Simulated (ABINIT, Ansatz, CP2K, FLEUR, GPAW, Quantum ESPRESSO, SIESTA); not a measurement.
Code comparison for YIn5Rh (P4/mmm, 7 atoms in the cell)

Self-consistent single point.

```
CELL_PARAMETERS angstrom
      4.63782     0.00000     0.00000
      0.00000     4.63782     0.00000
      0.00000     0.00000     7.44293
ATOMIC_POSITIONS crystal
  Y  0.00000 0.00000 0.00000
  In 0.00000 0.50000 0.30143
  In 0.00000 0.50000 0.69857
  In 0.50000 0.00000 0.30143
  In 0.50000 0.00000 0.69857
  In 0.50000 0.50000 0.00000
  Rh 0.00000 0.00000 0.50000
```

All programs got the same cell, k-point mesh and kind of occupations (in Ansatz's words: kpoints.mp_grid.grid = 5 5 3; scf.occupations.method = fermi_dirac; scf.occupations.width = 0.136 eV); potentials, basis and cutoffs are each program's usual ones.

```csv
code,model,pressure (GPa),largest force (eV/Å),k-points,cutoff
GPAW,"PBEsol, GPAW PAW datasets PBEsol (made by gpaw-setup)",-2.42,0.070,12,550 eV
ABINIT,"PBEsol, norm-conserving pseudopotentials (PseudoDojo nc-sr-04 PBEsol standard)",-1.83,0.064,12,44 Ha
CP2K,"PBEsol, GPW, DZVP-MOLOPT-SR-GTH basis, GTH-PBE potentials (GTH_POTENTIALS)",-1.18,0.111,38,grid 500 Ry
Ansatz,"PBEsol, PAW files made with PBE",-2.03,0.048,12,420 eV
Quantum ESPRESSO,"PBEsol, PseudoDojo standard norm-conserving (PBESOL) pseudopotentials",-1.83,0.064,12,90 Ry
FLEUR,"PBEsol, all-electron FLAPW (FLEUR), scalar-relativistic valence",–,0.056,12,Kmax 4.2 1/bohr
SIESTA,"GGA PBEsol, numerical atomic orbitals DZP, PseudoDojo PBEsol standard norm-conserving potentials (rewritten from UPF to PSML)",-1.96,0.092,38,grid 300 Ry
```

A dash marks a value that a program does not give, or that is left out as unsure.

The spread over the programs that give each value: pressure within 1.24 GPa; largest force within 0.063 eV/Å.

The starting cell comes from a database of computed structures (which also holds hypothetical and non-ambient phases and stackings), without a prior relaxation at this level. On Ansatz's run: Spin polarisation is off.

**Question.** Why do the programs differ, and what cannot be compared?

**Answer.** Differences of this kind can come from the potentials, where these differ, and from what each basis and cutoff leave unconverged. The valence holds different numbers of electrons (GPAW 91, ABINIT 93, CP2K 93, Ansatz (a first-principles code) 93, Quantum ESPRESSO 93, FLEUR 91, SIESTA 93). The zero of total energies and Fermi levels follows the potentials and each program's conventions, so they are not compared here. CP2K and SIESTA use small atom-centred bases, whose incompleteness enters pressures, forces and empty levels differently from a plane-wave cutoff. FLEUR treats all electrons, but the usual bases taken here (sphere radii, linearisation, local orbitals, empty states) were not tested for convergence, so the values are no reference for the others. Ansatz's pressure is given at a fixed set of plane waves, as the other plane-wave codes print theirs. The programs reduce the same mesh by symmetry to different extents, which changes the work and not the result.

Keys are those of Ansatz 0.2.
